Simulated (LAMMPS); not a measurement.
MD of Cu (fcc) with 75 % of Cu sites Pt at zero pressure over temperature, 4000 atoms; each row names its start.

All values are model results, not measurements: classical MD, pair style eam, the elements' _u3.eam files (universal-3 set of Foiles, Baskes and Daw), run in LAMMPS.

```tsv
T (K), start	state	volume	enthalpy	first peak of g(r), Cu-Pt	coordination number of Cu by Pt	D(Cu)	D(Pt)
300, crystal	crystal; no diffusion seen in 30 ps	14.3738 ± 0.0001 Å³/atom	-5.2153 ± 0.0001 eV/atom	2.67 Å, height 6.7	9.0 (counted to 3.30 Å)	-	-
1310, crystal	crystal; no diffusion seen in 30 ps	14.8495 ± 0.0005 Å³/atom	-4.9318 ± 0.0003 eV/atom	2.63 Å, height 3.5	9.4 (counted to 3.46 Å)	-	-
1780, melt	liquid	15.487 ± 0.001 Å³/atom	-4.6807 ± 0.0002 eV/atom	2.53 Å, height 2.8	10.1 (counted to 3.66 Å)	(3.63 ± 0.09) × 10^-5 cm²/s	(3.20 ± 0.03) × 10^-5 cm²/s
2150, melt	liquid	15.8022 ± 0.0009 Å³/atom	-4.5586 ± 0.0002 eV/atom	2.54 Å, height 2.6	9.7 (counted to 3.62 Å)	(5.5 ± 0.2) × 10^-5 cm²/s	(5.13 ± 0.04) × 10^-5 cm²/s
2620, melt	liquid	16.224 ± 0.003 Å³/atom	-4.4086 ± 0.0008 eV/atom	2.54 Å, height 2.3	9.4 (counted to 3.62 Å)	(9.5 ± 0.3) × 10^-5 cm²/s	(8.37 ± 0.09) × 10^-5 cm²/s
```

Caution (rows 300, crystal; 1310, crystal): the random arrangement on this lattice is imposed, and need not be a phase that exists in equilibrium.

Caution (rows 1310, crystal; 1780, melt; 2150, melt; 2620, melt): a run this short can hold a crystal over, or a liquid under, the potential's own melting point, which these runs don't give.

States go by the mean squared displacement: a species diffuses where it passes 1.5 Å², still rises and gives D over 1e-6 cm²/s; a crystal has left its structure where atoms lie 0.35 Å off their sites on average or a cubic box changes its shape by 3 %, or the axial ratios of another lie 8 % off the starting cell's, which the potential's own relaxation can also do.

Errors of D are the spread over four groups of atoms in one short run; a floor of about 5 %, a picked value, is safer.

Uncertainties are statistical and leave out the potential's own error.
